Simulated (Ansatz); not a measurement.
# silicon: the defect B on the Si site + Cu interstitial

All values below come from PBE, PAW (plane waves to 420 eV; Ansatz, a program for electronic structure). Set-up: 64-site cell; 2×2×2 shifted k-points; start: the Si site; void 2.37 Å away; no Hubbard U; finite-size errors of tenths of an eV; relaxed from one start, so a lower configuration may exist.

Neighbours after relaxation, in Å: of the B atom: Si 2.07, Cu 2.11, Si 2.17, Si 2.17, Si 2.17; of the Cu atom: B 2.11, Si 2.49, Si 2.49, Si 2.49, Si 2.50, Si 2.50, Si 2.50.

```
charge         moment (μB)  point group  largest move off a lattice site (Å)
------  ------------------  -----------  -----------------------------------
0       not spin-polarised          C3v                                 0.25
```

Point groups are those of the whole cell at tolerances of 0.03 and 0.1 Å ("near" where only the looser one holds); none is given for unsettled states.
